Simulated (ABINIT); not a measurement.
Band structure of SnTe (Fm-3m, 2 atoms in the cell).

```xyz
2
Lattice="0.0000 3.0936 3.0936 3.0936 0.0000 3.0936 3.0936 3.0936 0.0000" Properties=species:S:1:pos:R:3 pbc="T T T"
Sn     0.0000     0.0000     0.0000
Te     3.0936     3.0936     3.0936
```

Level of theory: PBE, norm-conserving pseudopotentials (PseudoDojo nc-sr-05 PBE standard) (plane waves; ABINIT 10.0.3).

Settings: pseudos = [Sn.upf, Te.upf]; ecut = 1116 eV; ixc = 11; occopt = 3; tsmear = 0.00036749 Ha; ngkpt = 5 5 5; nshiftk = 1; shiftk = 0 0 0; potentials = PseudoDojo nc-sr-05 PBE standard; kptopt = 1; nstep = 60; toldfe1 = 1e-09 Ha; ndtset = 2.

The starting cell has typed, rounded lattice constants, without a prior relaxation at this level. Its lattice was rescaled by a random factor within 2.5 % of one. Spin-orbit coupling is off.

### Question
Predict the gap along the standard path and the places of the band edges.

### Answer
The gap along the path is 0.16 eV, from L to a point between W and L; the smallest direct gap on it is 0.26 eV.

Levels in eV from the top of the valence band on the SCF mesh, bands 12 to 19:
```csv
point,12,13,14,15,16,17,18,19
Γ,-4.17,-2.01,-2.01,-2.01,3.76,3.76,3.76,4.97
X,-6.23,-5.69,-3.73,-3.73,2.25,5.48,5.48,7.09
W,-7.27,-4.89,-4.89,-0.53,1.14,4.91,4.91,6.62
K,-7.35,-5.27,-3.20,-2.56,3.44,3.44,4.52,6.12
L,-8.36,-1.66,-1.66,0.26,0.53,0.57,0.57,8.20
U,-7.35,-5.27,-3.20,-2.56,3.44,3.44,4.52,6.12
```
